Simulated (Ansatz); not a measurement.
Base system: SiC (space group P6_3mc, No. 186; a = 3.0585 Å, c = 10.0120 Å). Axes: x lies along a and z along c of the hexagonal cell.

Method: Ansatz (a first-principles code) LDA, scalar-relativistic without spin-orbit coupling.

Before the change:

Width of the top valence band: 2.48 eV
Shortest interatomic distance: 1.871 Å

The change: the cell is stretched by 2.25 % along z with no lateral relaxation, atoms relaxed at fixed cell.

**Question.** What does the calculation give for the energy relative to the base after the change?

**Answer.** The energy goes up by 8.7 meV/atom.

**Question.** What happens to the width of the top valence band?

**Answer.** The width of the top valence band rises by 0.12 eV, from 2.48 eV to 2.60 eV.

**Question.** Estimate the effect on the shortest interatomic distance.

**Answer.** The shortest interatomic distance grows by 0.0084 Å, from 1.871 Å to 1.880 Å.

The levels and masses belong to the bands next to the band gap. The cells carry an imposed strain or load. Stability against distortions was not tested.
